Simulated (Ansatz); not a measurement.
Consider the following.

```xyz
6
Lattice="3.7076 0.0000 0.0000 0.0000 3.7076 0.0000 1.8538 -1.8538 5.0383" Properties=species:S:1:pos:R:3 pbc="T T T"
Ti     1.8538     0.0000     2.5191
Ti     0.0000     0.0000     0.0000
O      1.8538     0.0000     0.4840
O      1.8538     1.8538     3.0032
O      3.7076     0.0000     2.0351
O      1.8538     0.0000     4.5543
```

No spin polarisation.

Computed with plane-wave PAW DFT at the PBE level (Ansatz, a first-principles code, 420 eV), scalar-relativistic without spin-orbit coupling. k-mesh 12×12×12 (Γ-centred); smearing 0.05 eV (Fermi–Dirac).

**Question.** What is the computed pressure (mean of the normal stresses, compression positive)?

**Answer.** 40.5 kbar.

**Question.** What band gap does the calculation give?

**Answer.** 2.38 eV.

**Question.** What is the computed smallest direct gap?

**Answer.** 2.62 eV.

**Question.** Predict the width of the top valence band.

**Answer.** 0.71 eV.

The cells carry an imposed strain or load. Stability against distortions was not tested. All final runs are without spin polarisation. The cell was made from TiO2 in the anatase structure (space group I4_1/amd, No. 141) by this change: biaxial strain −2.40 %, plane normal [001], relaxed out of plane.
